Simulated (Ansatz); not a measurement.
Take Ir in the fcc (Cu type) structure (space group Fm-3m, No. 225; a = 3.871 Å) as the base.

The values are results of Ansatz (a quantum-chemistry and plane-wave program), PBE, PAW, cutoff 420 eV, no SOC, earlier PAW set, not measurements.

Base values:

```
Item           Value
-------  -----------
Density  22.02 g/cm³
```

Now apply this change: a hydrostatic pressure of 9 GPa.

Q: Estimate the effect on the density.

A: The density increases by 0.54 g/cm³ (22.02 g/cm³ → 22.56 g/cm³).

Load acts through the strain it causes; cell and atoms are relaxed under it. Whether these cells are dynamically stable was not tested. Competing high-pressure phases were not computed. All final runs are without spin polarisation.
